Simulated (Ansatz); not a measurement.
CsPbBr3: Cs → Ba

Start from CsPbBr3 in the cubic perovskite structure (space group Pm-3m, No. 221; a = 5.9378 Å).

Now apply this change: every Cs is replaced by Ba, then cell and atoms are relaxed.

All numbers come from DFT with r2SCAN, PAW potentials and a 500 eV plane-wave cutoff in Ansatz (a quantum-chemistry and plane-wave program), spin-orbit coupling left out, earlier PAW set. k-mesh 8×8×8 (Γ-centred); smearing 0.05 eV (Fermi–Dirac), for the changed cell.

```csv
quantity,base,changed,shift
density,4.60 g/cm³,4.69 g/cm³,+0.09 g/cm³
lattice parameter a,5.938 Å,5.913 Å,-0.0245 Å
shortest interatomic distance,2.969 Å,2.957 Å,-0.012 Å
band gap,2.05 eV,zero,–
```

Final structure:

```xyz
5
Lattice="5.9134 0.0000 0.0000 0.0000 5.9134 0.0000 0.0000 0.0000 5.9134" Properties=species:S:1:pos:R:3 pbc="T T T"
Ba     0.0000     0.0000     0.0000
Pb     2.9567     2.9567     2.9567
Br     0.0000     2.9567     2.9567
Br     2.9567     2.9567     0.0000
Br     2.9567     0.0000     2.9567
```

With Pb present, leaving out spin-orbit coupling can change the band edges. Whether these cells are dynamically stable was not tested. As relaxed here, BaPbBr3 is a hypothetical phase, not in the database extracts checked. All final runs are without spin polarisation. An odd electron count without spin: BaPbBr3. Many cubic perovskites are stable only at high temperature; tilts and polar distortions were not tested. This is not the structure that CsPbBr3 has at room temperature and ambient pressure.
